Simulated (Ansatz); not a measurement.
An Ansatz (a program for electronic structure) input (r2SCAN+rVV10 (Ansatz; PAW; 500 eV plane waves; no SOC)):

Ansatz 0.2 input:
```yaml
crystal:
  lattice:
    - [3.7243437416, 0, 0]
    - [1.8621718708, 3.2253762927, 0]
    - [0, 0, 5.2148182954]
  atoms:
    - { symbol: Pt, position: [0, 0, 0] }
    - { symbol: Se, position: [0.6666666667, 0.6666666667, 0.248859055] }
    - { symbol: Se, position: [0.3333333333, 0.3333333333, 0.751140945] }
basis: { ecutwfc: 500, ecutrho_ratio: 4, xc_grid: 4, fft_grid_basis: typed }
kpoints: { mp_grid: { grid: [18, 18, 11] } }
hamiltonian:
  xc: r2scan
  dispersion: rvv10
  pseudopotentials: { kind: paw }
scf: { occupations: { method: fermi_dirac, width: 0.1 } }
relax: { f_tol: 0.005, max_steps: 50, cell: { stress_tol: 0.01, fix: [a, b, gamma] } }
output: { forces: true, stress: true }
checkpoint: { write: state.ck, write_every: 1000 }
```

Problem. Which symmetry and how many k-points will the program report, and about how many plane waves at Γ?

Solution. Space group P-3m1 (ITA 164) with 12 operations, k-points 357 of 3564, and 1603 plane waves at Γ.

Problem. And the final pressure?

Solution. 0.31 GPa (compression positive).

The cells carry an imposed strain or load. Whether these cells are dynamically stable was not tested. The final runs are not spin-polarised. The cell was made from PtSe2 in the CdI2 type structure (space group P-3m1, No. 164; layered, stacked along the Cartesian z axis) by this change: biaxial strain −0.29 %, plane normal [001], relaxed out of plane.
